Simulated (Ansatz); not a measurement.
## Na₂PdC₂ (P-3m1): band-edge transport data

Given:

```xyz
5
Lattice="4.4533 0.0000 0.0000 -2.2266 3.8566 0.0000 0.0000 0.0000 5.2157" Properties=species:S:1:pos:R:3 pbc="T T T"
Na     0.0000     2.5711     3.7535
Na     2.2266     1.2855     1.4622
Pd     0.0000     0.0000     0.0000
C      0.0000     0.0000     3.2415
C      0.0000     0.0000     1.9742
```

These are PBEsol, rigid bands (plane waves, PAW, scalar-relativistic; Ansatz, a first-principles code) values and carry that method's errors. Geometry: cell and atoms relaxed with PBEsol.

```yaml
band_gap: 0.72 eV
electron conductivity mass (300 K, dilute): 0.34 (x), 0.34 (y), 0.139 (z) mₑ
effective density of states N_c (300 K): 1.1e19 cm⁻³
density_of_states_mass_electrons: 0.57 mₑ
Seebeck coefficient, n-type 1e19 cm⁻³, 300 K: -229 μV/K
best n-type power factor at 300 K for τ = 10 fs (best axis; densities from 1e16 to 1e21 cm⁻³ tried, whether or not they can be reached): 12.6 μW/(cm·K²) at 3e19 cm⁻³
```

Rigid bands; masses and Seebeck coefficients take one relaxation time τ for all states and one kind of carrier; polarons and phonon drag are left out. Spin-orbit coupling is left out.

Computed structure with no diffraction record at hand here (it may be known, metastable or hypothetical): Na2PdC2 (P-3m1).
